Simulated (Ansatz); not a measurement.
## MgTe: response to strain

Take MgTe in the wurtzite structure (space group P6_3mc, No. 186; a = 4.6089 Å, c = 7.5001 Å) as the base. Axes: x lies along a and z along c of the hexagonal cell.

Strains are applied to the cell and any free atomic positions relax.

Computed with PBE (Ansatz, a first-principles code; PAW; 420 eV plane waves; scalar-relativistic without spin-orbit coupling).

Notes on the quantities. band gap: an upper bound: an edge found on the path is not a true extremum; the base alone; pressure: mean of the normal stresses, compression positive; energy relative to the base: free energy F.

```csv
change,band gap,volume per atom,pressure,energy relative to the base
base,2.37 eV,34.49 Å³,-0.1 kbar,0 meV/atom
uniaxial strain ε_zz = −3.00 %,2.39 eV,33.46 Å³,10.7 kbar,+5.4 meV/atom
uniaxial strain ε_zz = −2.40 %,2.39 eV,33.66 Å³,8.4 kbar,+3.4 meV/atom
uniaxial strain ε_zz = −1.80 %,2.39 eV,33.87 Å³,6.2 kbar,+1.9 meV/atom
uniaxial strain ε_zz = −1.20 %,2.38 eV,34.08 Å³,4.1 kbar,+0.8 meV/atom
uniaxial strain ε_zz = −0.60 %,2.38 eV,34.29 Å³,2.0 kbar,+0.2 meV/atom
```

Spin-orbit coupling, missing from the scalar runs, can matter with Te. Whether these cells are dynamically stable was not tested.
